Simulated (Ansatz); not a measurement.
Pt (Fm-3m): band-structure transport figures

Consider the following.

```yaml
crystal:
  lattice:
    - [0.00000, 1.95948, 1.95948]
    - [1.95948, 0.00000, 1.95948]
    - [1.95948, 1.95948, 0.00000]
  atoms:
    - { symbol: Pt, position: [0.00000, 0.00000, 0.00000] }
```

Method: PBEsol, rigid bands (plane waves, PAW, scalar-relativistic; Ansatz, a program for electronic structure). How the cell was made: cell and atoms relaxed with PBEsol.

The density of states at the Fermi level is 2.00 states/(eV·cell), both spins. The bare Sommerfeld coefficient is 4.7 mJ/(mol of atoms·K²) and the drude plasma energy comes out as 8.9 eV. The root-mean-square Fermi velocity comes out as 4.8e5 m/s, the resistivity times τ is 6.2 ×10⁻²² Ω·m·s and the resistivity times mean free path is 3.4 ×10⁻¹⁶ Ω·m².

A metal at this level (no band gap); rigid bands, thermally averaged at 300 K, both spins. Spin-orbit coupling is left out, which matters with elements this heavy. τ is one relaxation time for all states; the product of resistivity and mean free path takes one path for all states instead.
